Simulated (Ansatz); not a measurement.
## Au, response to strain

The reference is Au in the fcc (Cu type) structure (space group Fm-3m, No. 225; a = 4.125 Å; relaxed with 0.1 eV smearing). Axes: x, y, z lie along the cube axes.

Strains are applied to the cell and any free atomic positions relax; under biaxial strain the out-of-plane vector relaxes too.

Method: r2SCAN (Ansatz, an electronic-structure program, PAW, no spin-orbit coupling).

Notes on the quantities. energy relative to the base: free energy F; in-plane stress: mean in-plane stress (compression positive).

| variant | out-of-plane strain | energy relative to the base | in-plane stress |
|---|---|---|---|
| base | – | 0 meV/atom | – |
| biaxial strain +0.50 %, plane normal [001], relaxed out of plane | -0.90 % | +0.1 meV/atom | -0.2 GPa |
| biaxial strain +1.00 %, plane normal [001], relaxed out of plane | -1.79 % | +0.4 meV/atom | -0.4 GPa |
| biaxial strain +1.50 %, plane normal [001], relaxed out of plane | -2.67 % | +0.9 meV/atom | -0.6 GPa |
| biaxial strain +2.00 %, plane normal [001], relaxed out of plane | -3.53 % | +1.6 meV/atom | -0.7 GPa |
| biaxial strain +2.50 %, plane normal [001], relaxed out of plane | -4.39 % | +2.5 meV/atom | -0.9 GPa |
| biaxial strain +3.00 %, plane normal [001], relaxed out of plane | -5.25 % | +3.5 meV/atom | -0.9 GPa |

Whether these cells are dynamically stable was not tested.
